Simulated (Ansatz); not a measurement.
# YOF (P4/nmm, No. 129, 6 atoms in the cell; start mp-10219)

Computed with HSE06 (Ansatz, a first-principles code, plane waves, PAW).

Run with plane-wave cutoff 460 eV, 6×6×4 k mesh (along the axes of the cell as run), Fermi–Dirac smearing 0.01 eV, scalar-relativistic PAW data made under PBE.

Cell (relaxed with PBEsol):

```
CELL_PARAMETERS angstrom
      3.81102     0.00000     0.00000
      0.00000     3.81102     0.00000
      0.00000     0.00000     5.42145
ATOMIC_POSITIONS crystal
  Y  0.50000 0.00000 0.71131
  Y  0.00000 0.50000 0.28869
  O  0.00000 0.00000 0.50000
  O  0.50000 0.50000 0.50000
  F  0.50000 0.50000 0.00000
  F  0.00000 0.00000 0.00000
```

| Property | Result |
|---|---|
| band gap | 6.75 eV |
| smallest direct gap on the k points sampled | 7.01 eV |

Note: cell and atoms aren't relaxed at this level (pressure 2.2 GPa).

Spin–orbit coupling is not included.

Computed values are for the static lattice.

It cost around 4 core-minutes (rough) of CPU time.

A start named mp-… is a Materials Project structure, which need not be a measured phase.
